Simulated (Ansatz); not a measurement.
Response to strain in Lu

Take Lu in the hcp (Mg type) structure (space group P6_3/mmc, No. 194; relaxed with 0.1 eV smearing) as the base.

```
Lu
1.0
    3.44317     0.00000     0.00000
   -1.72159     2.98188     0.00000
    0.00000     0.00000     5.36685
Lu
2
Cartesian
  1.72159   0.99396   4.02514
  0.00000   1.98792   1.34171
```

Cartesian axes are those of the cell as printed.

Strains are applied to the cell and any free atomic positions relax.

Method: PBEsol (Ansatz, a program for electronic structure), no spin-orbit coupling.

Candidates:
(a) uniaxial strain ε_xx = +1.00 %
(b) uniaxial strain ε_xx = −2.00 %
(c) uniaxial strain ε_xx = +0.50 %
(d) uniaxial strain ε_xx = +1.50 %
(e) uniaxial strain ε_xx = +2.50 %

Notes on the quantities. energy relative to the base: free energy F.

Question: Order them by energy relative to the base, highest first.

Answer: (e) uniaxial strain ε_xx = +2.50 % (+5.0 meV/atom), (b) uniaxial strain ε_xx = −2.00 % (+3.5 meV/atom), (d) uniaxial strain ε_xx = +1.50 % (+1.8 meV/atom), (a) uniaxial strain ε_xx = +1.00 % (+0.8 meV/atom), (c) uniaxial strain ε_xx = +0.50 % (+0.2 meV/atom)

Whether these cells are dynamically stable was not tested.
